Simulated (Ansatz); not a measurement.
## What pressure 30 GPa does to SiC

Start from SiC in the wurtzite structure (space group P6_3mc, No. 186; a = 3.0920 Å, c = 5.0743 Å).

Modification: cell and atoms relaxed at a pressure of 30 GPa.

Method: Ansatz (a first-principles code), PBE, PAW, cutoff 420 eV, spin-orbit coupling left out. Γ-centred 12×12×7 mesh, Fermi–Dirac width 0.05 eV.

```tsv
quantity	base	changed	shift
volume per atom	10.50 Å³	9.38 Å³	-1.12 Å³
lattice parameter a	3.092 Å	2.979 Å	-0.113 Å
shortest interatomic distance	1.893 Å	1.824 Å	-0.069 Å
enthalpy H = E + PV relative to the base's energy	–	+1.85 eV/atom	–
band gap	2.31 eV	2.10 eV	-0.21 eV
gap character	indirect, Γ → K	indirect, Γ → K	–
smallest direct gap	3.94 eV	4.16 eV	+0.214 eV
width of the top valence band	3.84 eV	4.14 eV	+0.292 eV
electron mass	0.27 mₑ along c, 0.44 mₑ across (at K)	0.25 mₑ along c, 0.42 mₑ across (at K)	–
valence-band top at Γ (three highest levels, from the VBM)	0.00, 0.00, -0.11 eV	0.00, 0.00, -0.11 eV	–
valley order (the lowest conduction-band minima on the path, energy above the VBM, named in the base's zone)	–	K (1/3, 1/3, 0) 2.10 eV; M (1/2, 0, 0) 2.94 eV	–
```

Load acts through the strain it causes; cell and atoms are relaxed under it. Effective masses come from finite differences of ±0.01 Å⁻¹. Stability against distortions was not tested. No other phases were tried under pressure.
